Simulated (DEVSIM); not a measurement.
Structure: abrupt Si p-n junction, at 350 K.

```
layer (left to right)  material  thickness (μm)  Nd (cm⁻³)  Na (cm⁻³)  τn (s)  τp (s)
---------------------  --------  --------------  ---------  ---------  ------  ------
1                            Si            54.0          -       2e15  1.9e-6  1.9e-6
2                            Si           0.850     5.4e15          -  1.9e-6  1.9e-6
```

Left contact: ohmic. Right contact: ohmic. Voltage is applied to the left contact. Recombination: SRH at mid-gap, radiative, Auger. Gap narrowing is on: ΔEg = 6.92 meV × (l + √(l² + 0.5)), l = ln(N/1.3e17 cm⁻³), shared equally by both band edges. Mobility is μmin + (μ − μmin)/(1 + (N/Nref)^α).

Constants are typed, rounded textbook-type inputs, not results; the design itself was drawn at random and stands for no fabricated device. Values at 300 K; Nc and Nv go as T^1.5, mobilities as T to minus their exponent, the gap by Varshni's rule with the affinity fixed.

```csv
parameter,Si
gap (eV),1.124
affinity (eV),4.05
permittivity,11.7
Nc (cm⁻³),2.86e19
Nv (cm⁻³),3.1e19
μn (cm²/Vs),1417
μp (cm²/Vs),470
"μn,min",52
"μp,min",45
"Nref,n",9.7e16
"Nref,p",2.2e17
αn,0.68
αp,0.72
T exponent of μn,2.3
T exponent of μp,2.2
B (cm³/s),4.7e-15
Cn (cm⁶/s),2.8e-31
Cp (cm⁶/s),9.9e-32
Varshni α (eV/K),0.000473
Varshni β (K),636
```

Simulated with DEVSIM: 1D drift-diffusion, Boltzmann statistics, complete ionisation; no tunnelling, impact ionisation, image-force lowering or self-heating.

Task: Tabulate band edges, carrier densities and field at 0.9 V on the left contact.

Result: Energies count from the Fermi level of the right contact; mesh points crowd at the junctions.

```csv
x (μm),Ec (eV),Ev (eV),n (cm⁻³),p (cm⁻³),field (V/cm)
0.000,-0.088,-1.198,7.2e7,2.0e15,140
0.03490,-0.087,-1.198,7.9e12,2.0e15,140
0.1147,-0.086,-1.196,2.6e13,2.0e15,140
0.3163,-0.083,-1.194,6.8e13,2.1e15,130
1.042,-0.074,-1.185,1.9e14,2.2e15,120
2.592,-0.058,-1.168,3.9e14,2.4e15,100
6.392,-0.023,-1.133,6.5e14,2.6e15,84
20.08,0.081,-1.030,9.4e14,2.9e15,72
38.76,0.211,-0.899,1.0e15,3.0e15,68
47.54,0.271,-0.840,1.0e15,3.0e15,67
51.38,0.296,-0.814,1.0e15,3.0e15,67
53.21,0.309,-0.802,1.1e15,3.1e15,67
53.68,0.312,-0.799,1.1e15,3.0e15,25
53.88,0.308,-0.803,1.3e15,2.5e15,-730
53.98,0.292,-0.818,2.2e15,1.5e15,-3000
54.01,0.283,-0.827,2.9e15,1.1e15,-3500
54.05,0.272,-0.838,4.2e15,7.2e14,-1700
54.14,0.264,-0.846,5.5e15,5.0e14,-310
54.47,0.264,-0.846,5.7e15,2.5e14,47
54.70,0.265,-0.845,5.5e15,1.0e14,51
54.80,0.265,-0.845,5.4e15,3.6e13,52
54.85,0.266,-0.845,5.4e15,2.7e7,52
```
